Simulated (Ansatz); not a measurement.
## A constructed model of the (111) surface of fcc Au, a pseudomorphic layer of Al in the host's stacking (bottom of the slab: a bare face, its two planes held)

Computed with PBE (plane waves to 420 eV, PAW; Ansatz, a program for electronic structure).

Model: 7-atom slab, 14.1 Å thick at the start, 15x15x1 mesh, Fermi-Dirac 0.1 eV, dipole correction, 2 atoms held, the rest relaxed; start symmetry kept, larger cells not searched; no spin, no spin-orbit, no U. It is one candidate, not shown to be the stable structure of the face.

```json
{
 "work_function_of_the_top_face": "4.34 eV",
 "energy_released_by_relaxation": "0.033 eV",
 "cost": "roughly 90 core-seconds"
}
```
